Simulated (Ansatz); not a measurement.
For SiGe (model structure, started from the CsCl type, Pm-3m, No. 221, 2 atoms in the cell), PBEsol (Ansatz, a first-principles code, PAW) gives:

```
Item                                  Result
------------------------------  ------------
equilibrium lattice constant a       3.199 Å
cohesive energy                 4.14 eV/atom
```

### Question
What does r²SCAN+rVV10 (PAW; Ansatz) give for the same quantities?

### Answer

- lattice constant a: 3.208 Å (rises by 0.3 %)
- cohesive energy: 3.74 eV/atom (drops by 0.40 eV/atom)

Changes are worked out from the printed values.

Unless a cell is named, each level is at its own relaxed cell (PBEsol 16.37, r²SCAN+rVV10 16.51 Å³/atom).

Ansatz's density-functional and Hartree–Fock values are scalar-relativistic unless marked +SOC, with PAW data made under PBE.

A model structure was made by putting elements into a prototype or built by hand; it is no filed structure, need not be a known phase, and can be a saddle point held by its symmetry.
